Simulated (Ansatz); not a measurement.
What biaxial strain −1.00 %, plane normal [001], relaxed out of plane does to Sr

Take Sr in the fcc (Cu type) structure (space group Fm-3m, No. 225; a = 5.9225 Å) as the base. Axes: x, y, z lie along the cube axes.

It is then changed as follows: biaxial strain −1.00 %, plane normal [001], relaxed out of plane (Cartesian); in-plane vectors clamped, the third vector and the atoms free.

Level of theory: PBEsol (Ansatz, a quantum-chemistry and plane-wave program, PAW, scalar-relativistic without spin-orbit coupling). Settings: 14×14×14 k-points, 0.05 eV Fermi–Dirac smearing.

| quantity | base | changed | shift |
|---|---|---|---|
| volume per atom | 51.93 Å³ | 51.56 Å³ | -0.376 Å³ |
| space group | Fm-3m (No. 225) | I4/mmm (No. 139) | – |
| shortest interatomic distance | 4.188 Å | 4.146 Å | -0.042 Å |
| energy relative to the base (free energy F) | 0 meV/atom | +0.4 meV/atom | +0.4 meV/atom |
| pressure (mean of the normal stresses, compression positive) | 0.0 GPa | 0.1 GPa | +0.1 GPa |
| band gap | zero | zero | – |
| out-of-plane strain (rough) | – | +1.29 % | – |
| mean in-plane stress (compression positive) (rough) | – | +0.1 GPa | – |

Cost of the whole job for the changed cell (relaxation, final SCF and bands): around 29 core-seconds (rough).

Without a gap, meshes like the base's 14×14×14 leave anisotropic stresses uncertain by several tenths of a GPa, and small strain energies with them. Stability against distortions was not tested.
